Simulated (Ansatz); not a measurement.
Base system: a 16-atom supercell of PbS in the rock salt structure (space group Fm-3m, No. 225; a = 5.903 Å) at its relaxed geometry.

All numbers come from PBEsol (Ansatz, a program for electronic structure; PAW; 420 eV plane waves; no spin-orbit coupling).

Base values:

| Item | Result |
|---|---|
| Mean distance from the defect site to its nearest host atoms | 5.58 bohr |

The change: a neutral Pb vacancy, atoms relaxed at fixed cell, starting from a slightly rattled geometry.

### Question
What happens to the mean distance from the defect site to its nearest host atoms and largest displacement of a host atom from its site in the perfect cell?

### Answer
The mean distance from the defect site to its nearest host atoms rises by 0.44 bohr to 6.02 bohr; the largest displacement of a host atom from its site in the perfect cell is 0.24 Å.

Other magnetic orders, which the real material may have, were not ruled out. In so small a cell the defect repeats every few ångströms: this is an ordered compound, not a dilute defect. Starting moments died away, wholly or in part, for Pb vacancy; another magnetic solution may exist. The defect cell is spin-polarised and ends with 0.0 μB.
